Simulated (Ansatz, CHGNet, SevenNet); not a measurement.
**MoSi (model structure, started from the NbAs type, I4₁md, No. 109, 4 atoms in the cell): c axis length by level of theory**

No measured value is used here.

| level (code) | value (Å) |
|---|---|
| CHGNet 0.3.0 | 10.895 |
| SevenNet-0 | 10.715 |
| SevenNet-l3i5 | 10.980 |
| LDA (Ansatz) | 10.512 |
| PBEsol (Ansatz) | 10.561 |

LDA, PBEsol: the run has no spin polarisation, so it can have missed a magnetic state. Ansatz's density-functional and Hartree–Fock values are scalar-relativistic unless marked +SOC, with PAW data made under PBE.

Machine-learned potentials (CHGNet 0.3.0, SevenNet-0, SevenNet-l3i5) are trained on DFT data: a solid inside that data is no test of them.

A model structure was made by putting elements into a prototype or built by hand; it is no filed structure, need not be a known phase, and can be a saddle point held by its symmetry.

Ansatz is a quantum-chemistry and plane-wave program.
